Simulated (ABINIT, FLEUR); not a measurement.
A FLEUR input for a self-consistent single point of Cu (Fm-3m, 1 atom in the cell) (DFT, LDA (Perdew-Zunger), all-electron FLAPW (FLEUR), scalar-relativistic valence):

Input of the input generator:

```
Cu crystal
&input film=f /
-0.0000000000 0.7071067812 0.7071067812
0.7071067812 -0.0000000000 0.7071067812
0.7071067812 0.7071067812 -0.0000000000
4.8238197479
1.0 1.0 1.0

1
29 0.0000000000 0.0000000000 0.0000000000

&comp jspins=1 /
&exco xctyp='pz' /
&kpt div1=21 div2=21 div3=21 /
&end /
```

```xml
<?xml version="1.0" encoding="UTF-8" standalone="no"?>
<fleurInput fleurInputVersion="0.39">
   <comment>
      Cu crystal                                                                                          
   </comment>
   <calculationSetup>
      <cutoffs Kmax="3.6" Gmax="14.4" GmaxXC="14.4" numbands="0"/>
      <scfLoop itmax="80" minDistance="0.00001" maxIterBroyd="25" imix="Anderson" alpha="0.05" precondParam="0.0" spinf="2.0"/>
      <coreElectrons ctail="T" frcor="F" kcrel="0" coretail_lmax="0"/>
      <xcFunctional name="pz" relativisticCorrections="F"/>
      <magnetism jspins="1"/>
      <soc l_soc="F" theta="0.0" phi="0.0" spav="F"/>
      <expertModes spex="0" secvar="F"/>
      <geometryOptimization l_f="T" forcealpha="1.0" forcemix="BFGS" epsdisp="0.00001" epsforce="0.00001"/>
      <ldaU l_linMix="F" mixParam="0.05" spinf="1.0"/>
   </calculationSetup>
   <cell>
      <bzIntegration valenceElectrons="11.0" mode="gauss" fermiSmearingEnergy="0.00734986">
         <kPointListSelection listName="default-1"/>
         <!-- k-points included here -->
         <xi:include xmlns:xi="http://www.w3.org/2001/XInclude" href="kpts.xml"> </xi:include>
      </bzIntegration>
      <!-- symmetry operations included here -->
      <xi:include xmlns:xi="http://www.w3.org/2001/XInclude" href="sym.xml"> </xi:include>
      <bulkLattice scale="1.0">
         <bravaisMatrix>
            <row-1>    0.0000000000000000     3.4109556550265645     3.4109556550265645</row-1>
            <row-2>    3.4109556550265645     0.0000000000000000     3.4109556550265645</row-2>
            <row-3>    3.4109556550265645     3.4109556550265645     0.0000000000000000</row-3>
         </bravaisMatrix>
      </bulkLattice>
   </cell>
   <atomSpecies>
      <species name="Copper (Cu)" element="Cu" atomicNumber="29">
         <mtSphere radius="2.20" gridPoints="777" logIncrement="0.016"/>
         <atomicCutoffs lmax="8" lnonsphr="6"/>
         <electronConfig flipSpins="F">
            <coreConfig>(1s1/2) (2s1/2) (2p1/2) (2p3/2) (3s1/2) (3p1/2) (3p3/2)</coreConfig>
            <valenceConfig>(4s1/2) (3d3/2) (3d5/2)</valenceConfig>
            <stateOccupation state="(4s1/2)" spinUp="0.5" spinDown="0.5"/>
         </electronConfig>
         <energyParameters s="4" p="4" d="3" f="4"/>
      </species>
   </atomSpecies>
   <atomGroups>
      <atomGroup species="Copper (Cu)">
         <relPos label="                   1">.0000000000 .0000000000 .0000000000</relPos>
         <force calculate="T" relaxXYZ="TTT"/>
      </atomGroup>
   </atomGroups>
   <output dos="F" band="F" slice="F">
      <checks vchk="F" cdinf="F"/>
      <bandDOS minEnergy="-.5*Htr" maxEnergy="0.5*Htr" sigma="0.015" storeEVData="T"/>
      <vacuumDOS vacdos="F" integ="F" star="F" nstars="0" locx1="0.0" locy1="0.0" locx2="0.0" locy2="0.0" nstm="0" tworkf="0.0"/>
      <unfoldingBand unfoldBand="F" supercellX="1" supercellY="1" supercellZ="1"/>
      <plotting iplot="0" polar="F">
         <plot TwoD="T" vec1="  1.0  0.0  0.0" vec2="  0.0  1.0  0.0" vec3="  0.0  0.0  1.0" zero="  0.0  0.0  0.0" file="plot"/>
      </plotting>
      <chargeDensitySlicing numkpt="0" minEigenval="0.0" maxEigenval="0.0" nnne="0" pallst="F"/>
      <specialOutput eonly="F"/>
      <magneticCircularDichroism mcd="F" energyLo="-10.0" energyUp="0.0"/>
   </output>
  <!-- We include the file relax.xml here to enable relaxations (see documentation) -->
  <xi:include xmlns:xi="http://www.w3.org/2001/XInclude" href="relax.xml"> <xi:fallback/> </xi:include>
</fleurInput>
```

Task: Give the ABINIT input for the same structure, mesh, smearing and functional.

Result: This is the input that was run; spellings and numerical settings could be chosen otherwise.

```
# Cu, JTH v2.0 LDA PAW
pp_dirpath "./"
pseudos "Cu.LDA_PW-JTH.xml"
acell 4.8238197479 4.8238197479 4.8238197479
rprim
        -0.0000000000    0.7071067812    0.7071067812
         0.7071067812   -0.0000000000    0.7071067812
         0.7071067812    0.7071067812   -0.0000000000
natom 1
ntypat 1
znucl 29
typat 1
xcart    0.0000000000    0.0000000000    0.0000000000
ecut 816 eV
pawecutdg 1633 eV
pawxcdev 0
ixc 7
occopt 7
tsmear 0.00734986
nband 15
kptopt 1
ngkpt 21 21 21
nshiftk 1
shiftk 0 0 0
nstep 80
toldfe 1.0e-09
prtwf 0
prtden 0
```

Basis settings and potentials, where a program has them, do not carry over. This input uses DFT, LDA (PW92), plane waves, PAW (JTH v2.0 LDA PAW). LDA parametrisations can differ slightly between programs.

The starting cell has typed, rounded lattice constants, without a prior relaxation at this level.
